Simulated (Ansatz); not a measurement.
KTaO3 in the cubic perovskite structure (space group Pm-3m, No. 221)

```
KTaO3
1.0
    3.98928     0.00000     0.00000
    0.00000     3.98928     0.00000
    0.00000     0.00000     3.98928
K Ta O
1 1 3
Cartesian
  0.00000   0.00000   0.00000
  1.99464   1.99464   1.99464
  0.00000   1.99464   1.99464
  1.99464   1.99464   0.00000
  1.99464   0.00000   1.99464
```

The values are results of DFT with r2SCAN, PAW potentials and a 500 eV plane-wave cutoff in Ansatz (a quantum-chemistry and plane-wave program), no spin-orbit coupling, earlier PAW set, not measurements. Γ-centred 8×8×8 mesh, Fermi–Dirac width 0.05 eV.

| Item | Value |
|---|---|
| Volume per atom | 12.70 Å³ |
| Density | 7.01 g/cm³ |
| Band gap | 2.64 eV, indirect, R → Γ |
| Lowest conduction-band minima above the VBM | Γ 2.64 eV |
| Total energy | -2640.057 eV/atom (σ→0; compares only within this code and set-up) |

With Ta present, leaving out spin-orbit coupling can change the band edges. Gaps are Kohn–Sham eigenvalue differences; semilocal functionals usually give less than the measured gap. Whether these cells are dynamically stable was not tested.
